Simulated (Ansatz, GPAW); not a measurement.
**One structure in several programs: GaCuSeS (I2_12_12_1, 8 atoms in the cell)**

Self-consistent single point.

```yaml
crystal:
  lattice:
    - [-2.73550, 2.73909, 5.43389]
    - [2.73550, -2.73909, 5.43389]
    - [2.73550, 2.73909, -5.43389]
  atoms:
    - { symbol: Ga, position: [0.13037, 0.88037, 0.25000] }
    - { symbol: Ga, position: [0.36963, 0.61963, 0.75000] }
    - { symbol: Cu, position: [0.63620, 0.38620, 0.25000] }
    - { symbol: Cu, position: [0.86380, 0.11380, 0.75000] }
    - { symbol: Se, position: [0.25000, 0.49201, 0.24201] }
    - { symbol: Se, position: [0.75000, 0.00799, 0.25799] }
    - { symbol: S, position: [0.49942, 0.25000, 0.74942] }
    - { symbol: S, position: [0.00058, 0.75000, 0.75058] }
```

Shared settings, as Ansatz (a first-principles code) writes them: kpoints.mp_grid.grid = 6 6 6; scf.occupations.method = fermi_dirac; scf.occupations.width = 0.02 eV. Potentials and cutoffs stand in the table.

```csv
code,model,pressure (GPa),largest force (eV/Å),gap on the mesh (eV),cutoff
GPAW,"PBEsol, GPAW PAW datasets PBEsol (made by gpaw-setup)",-1.04,0.193,0.388,800 eV
Ansatz,"PBEsol, PAW files made with PBE",-1.99,0.131,0.359,420 eV
```

Size of the force on each atom (eV/Å): Sizes of forces hide their directions.

```csv
code,Ga1,Ga2,Cu3,Cu4,Se5,Se6,S7,S8
GPAW,0.117,0.117,0.072,0.072,0.169,0.169,0.193,0.193
Ansatz,0.056,0.056,0.088,0.088,0.131,0.131,0.117,0.117
```

Gaps are read on the mesh.

The spread over the programs that give each value: pressure within 0.95 GPa; largest force within 0.062 eV/Å; gap on the mesh within 0.029 eV.

Ansatz's pressure is given at a fixed set of plane waves, as the other plane-wave codes print theirs; with its correction for the finite basis it is -1.94 GPa.

On the base mesh (3 3 3) the same programs gave: Ansatz pressure -2.03 GPa, gap on the mesh 0.352 eV; GPAW pressure -1.07 GPa, gap on the mesh 0.381 eV.

The starting cell comes from a database of computed structures (which also holds hypothetical and non-ambient phases and stackings), without a prior relaxation at this level.

Left out of this page: CP2K (on another mesh); SIESTA (unsound by tests on forces, stress, charge or solver warnings).

Keys are those of Ansatz 0.2.
